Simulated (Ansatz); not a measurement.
# Convergence study of the plane-wave cutoff for ZrAu (P4mm, 2 atoms in the cell)

```yaml
crystal:
  lattice:
    - [3.15616, 0.00000, 0.00000]
    - [0.00000, 3.15616, 0.00000]
    - [0.00000, 0.00000, 3.90579]
  atoms:
    - { symbol: Zr, position: [0.00000, 0.00000, 0.01280] }
    - { symbol: Au, position: [0.50000, 0.50000, 0.50000] }
```

Level of theory: PBEsol, default PAW files made with PBE (plane waves; Ansatz, a program for electronic structure).

Base settings: basis.ecutwfc = 30.9 Ry; kpoints.mp_grid.grid = 10 10 9; hamiltonian.xc = pbesol; hamiltonian.pseudopotentials = {kind: paw} (the program's default PAW files); scf.occupations.method = gaussian; scf.occupations.width = 0.0073 Ry.

The second cell is the first with its lattice scaled by 0.98.

The mesh stays at the base's, so the ladder's end is converged at best in this setting alone.

The first pressure column holds Ansatz's estimate of the finite-basis (Pulay) stress, which hides part of the cutoff error; the other is without it.

Only quantities that move along the ladder and can be compared are tabulated.

The count of work is k-points × plane waves × bands × iterations; it is no time. 

The starting cell comes from a database of computed structures (which also holds hypothetical and non-ambient phases and stackings), without a prior relaxation at this level. Its lattice was rescaled by up to half a per cent. One atom was moved a little off its site on purpose.

```csv
basis.ecutwfc,free energy less the last step's (meV/atom),energy of the compressed cell less the first (meV/atom),pressure (GPa),pressure without the Pulay estimate (GPa),largest difference of a force vector from the last step's (eV/Å),count of work / last
10.7 Ry,34509.20,-428.45,-36.02,-875.50,0.754,0.065
12.5 Ry,15755.80,36.40,-0.30,-489.62,0.377,0.096
14 Ry,7735.56,129.09,12.94,-284.28,0.002,0.12
15.4 Ry,3753.44,68.46,4.72,-163.17,0.153,0.11
16.9 Ry,1664.93,30.23,-1.00,-86.67,0.148,0.12
18.4 Ry,710.60,13.51,-3.05,-44.60,0.061,0.14
21.7 Ry,96.29,11.60,-2.81,-10.21,0.011,0.16
24.6 Ry,12.32,14.80,-2.41,-3.67,0.002,0.19
27.9 Ry,1.89,14.13,-2.51,-2.60,0.000,0.22
30.9 Ry,1.00,14.04,-2.53,-2.56,0.000,0.28
33.8 Ry,0.51,14.00,-2.54,-2.56,0.000,0.31
37.1 Ry,0.28,13.98,-2.54,-2.55,0.000,0.35
41.5 Ry,0.18,13.97,-2.54,-2.54,0.000,0.43
46.3 Ry,0.12,13.97,-2.54,-2.54,0.000,0.50
54 Ry,0.06,13.97,-2.54,-2.54,0.000,0.62
61.7 Ry,0.02,13.97,-2.54,-2.54,0.000,0.76
74.2 Ry,0.00,13.97,-2.54,-2.54,0.000,1.0
```

Coarsest basis.ecutwfc that holds the energy of the compressed cell less the first within 0.2 meV/atom of the last step, with all finer ones: 27.9 Ry, at 0.22 of the last step's count of work; the step before is off by 0.83 meV/atom.

Coarsest basis.ecutwfc that holds the forces within 0.01 eV/Å of the last step, with all finer ones: 24.6 Ry, at 0.19 of the last step's count of work; the step before is off by 0.011 eV/Å.

Coarsest basis.ecutwfc that holds the free energy within 5 meV/atom of the last step, with all finer ones: 27.9 Ry, at 0.22 of the last step's count of work; the step before is off by 12 meV/atom.

The energy difference between the two cells stays within 1 meV/atom of the last step's from 24.6 Ry on, the total only from 33.8 Ry on: much of the error is common to both cells and cancels.

At the lowest cutoff the pressure without the Pulay estimate lies 873 GPa under the last step's, the usual sign of Pulay stress in an incomplete plane-wave basis.

Keys are those of Ansatz 0.2.
